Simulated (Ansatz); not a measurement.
Functionals compared on a constructed model of the (0001) surface of hcp Ti, a pseudomorphic layer of Pt in the host's stacking (bottom of the slab: a bare face, its two planes held), in Ansatz (plane waves, PAW). The structure was relaxed with PBE; the other rows are single points on it. Cutoff 420 eV (500 eV for r2SCAN).

Set-up: 7 atoms, 14.2 Å thick at the start; mesh 15x15x1; 0.1 eV smearing; dipole correction on; 2 atoms held, the rest relaxed; start symmetry kept, larger cells not searched; no spin, no spin-orbit, no U. In PBE it lies 0.07 eV a 1x1 cell over the lowest computed structure of the same composition (a pseudomorphic layer of Pt in the other hollow). These notes are the PBE run's.

```json
[
 {"functional": "PBE", "work function of the top face (eV)": "4.47", "rough cost of the single point": "–"},
 {"functional": "RPBE", "work function of the top face (eV)": "4.29", "rough cost of the single point": "roughly 40 core-seconds"},
 {"functional": "r2SCAN", "work function of the top face (eV)": "…", "rough cost of the single point": "very roughly 60 core-seconds"}
]
```

Q: What belongs in the gaps?

A: 
- r2SCAN, work function of the top face (eV): 4.41

Ansatz is a first-principles code.
